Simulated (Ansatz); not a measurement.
**Converging zone-centre phonons against the mesh: Cu (P6_3/mmc, 2 atoms in the cell)**

```
Cu
1.0
    2.52143     0.00000     0.00000
   -1.26072     2.18362     0.00000
    0.00000     0.00000     4.09201
Cu
2
Direct
  0.33333   0.66667   0.25000
  0.66667   0.33333   0.75000
```

Method: LDA (PW92), default PAW files made with PBE (plane waves; Ansatz, a first-principles code).

Base settings: basis.ecutwfc = 420 eV; kpoints.mp_grid.grid = 15 15 8; hamiltonian.xc = lda; hamiltonian.pseudopotentials = {kind: paw} (the program's default PAW files); scf.occupations.method = gaussian; scf.occupations.width = 0.1 eV.

In this ladder: phonons.method = dfpt.

Frequencies are those of the unrelaxed cell, without the LO-TO term of polar crystals.

Only quantities that move along the ladder and can be compared are tabulated.

Core times come from one kind of shared machine, to one figure; runs under 30 s give none.

The starting cell comes from a database of computed structures (which also holds hypothetical and non-ambient phases and stackings), without a prior relaxation at this level. Its lattice was rescaled by up to half a per cent. Spin polarisation is off. In the base run, with a pressure of about -6 GPa the cell is away from its equilibrium volume at this level.

| kpoints.mp_grid.grid | highest zone-centre frequency (cm⁻¹) | core time / last (rough) |
|---|---|---|
| 4 4 2 | 216.3 | – |
| 5 5 3 | 257.6 | – |
| 6 6 3 | 256.9 | – |
| 8 8 4 | 257.9 | – |
| 9 9 5 | 256.2 | – |
| 11 11 6 | 248.8 | – |
| 14 14 8 | 254.8 | 0.05 |
| 18 18 10 | 252.8 | 0.09 |
| 22 22 12 | 253.3 | 0.2 |
| 34 34 18 | 256.1 | 1 |

Coarsest kpoints.mp_grid.grid that holds the highest zone-centre frequency within 10 cm⁻¹ of the last step, with all finer ones: 5 5 3; the step before is off by 40 cm⁻¹.

Keys are those of Ansatz 0.2.
